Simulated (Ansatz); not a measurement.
TiAl, pressure series

Base system: TiAl (space group P4/mmm, No. 123; a = 2.797 Å, c = 4.032 Å).

Cell and atoms are relaxed at each pressure.

The values are results of PBEsol (Ansatz, a first-principles code; PAW; 420 eV plane waves; no SOC), not measurements.

Notes on the quantities. enthalpy: H = E + PV relative to the base's energy.

| change | enthalpy | volume per atom |
|---|---|---|
| base | – | 15.78 Å³ |
| pressure −2 GPa | -0.20 eV/atom | [?] |
| pressure −1 GPa | -0.10 eV/atom | 15.91 Å³ |
| pressure 0.9 GPa | +0.09 eV/atom | 15.66 Å³ |
| pressure 2.1 GPa | +0.20 eV/atom | 15.51 Å³ |
| pressure 4.5 GPa | +0.44 eV/atom | 15.24 Å³ |
| pressure 9 GPa | +0.86 eV/atom | 14.77 Å³ |
| pressure 15 GPa | +1.40 eV/atom | 14.24 Å³ |
| pressure 22.5 GPa | +2.05 eV/atom | 13.68 Å³ |
| pressure 30 GPa | +2.68 eV/atom | 13.21 Å³ |

Question: What belongs in the blanks?

Answer: 
- pressure −2 GPa, volume per atom: 16.05 Å³

Load acts through the strain it causes; cell and atoms are relaxed under it. No phonon test of stability was made. No other phases were tried under pressure. All final runs are without spin polarisation.
